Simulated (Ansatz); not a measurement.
End structure of F on the 1x1 (0001) surface of corundum (cut with top plane Al), one in a 1x1 cell, started at the site 'top Al':

Host crystal: corundum, with a band gap (PBE, scalar-relativistic without spin-orbit coupling).

```xyz
21
Lattice="4.8088 0.0000 0.0000 -2.4044 4.1645 0.0000 0.0000 0.0000 27.5000" Properties=species:S:1:pos:R:3 pbc="T T T"
Al     2.4044     1.3882    10.3794
O      1.5165     2.8397    10.4714
O     -0.8131     4.0580    10.4714
O     -0.7034     1.4313    10.4714
Al     0.0000     0.0000    11.3378
Al     0.0000     2.7763    11.6260
O      0.7586     1.2920    12.6382
O     -1.6648     2.8615    12.6382
O      3.3105     0.0110    12.6382
Al     2.4044     1.3882    13.5370
Al     0.0000     0.0000    13.9919
O      3.8885     1.3946    14.8381
O      1.6568     2.6703    14.8381
O      1.6678     0.0996    14.8381
Al     0.0000     2.7763    15.8624
Al     2.4044     1.3882    16.1607
O      0.7813     4.1156    16.9724
O      0.7692     1.4301    16.9724
O     -1.5505     2.7833    16.9724
Al     0.0000     0.0000    17.7563
F      2.4044     4.1645    19.4048
```

Model: 21-atom slab, 6.7 Å thick at the start under the adsorbate (thin: gaps and levels are the slab's own), 4x4x1 mesh, Fermi-Dirac 0.01 eV, dipole correction, single point; on the structure that PBE left under its start's symmetry; spin-polarised, ending with about 1.0 μB a cell, a value that depends on the mesh; orders that need a larger cell were not tried, no spin-orbit, no U, no dispersion correction. The slab shows no gap over 0.04 eV on its mesh. The program's check for a lower electronic state was not made. It is one chosen start, not shown to be the lowest state of the adsorbate.

A negative adsorption energy means that the adsorbate is more stable on the surface than in its reference.

### Question
What is the computed change of the step from the bottom to the top vacuum level, against the clean slab (HSE06, at the PBE geometry and the start's symmetry run with Ansatz, a program for electronic structure)?

### Answer
3.51 eV

### Question
Predict the adsorption energy against ½ F2(g) at the same level from HSE06, at the PBE geometry and the start's symmetry.

### Answer
-1.55 eV
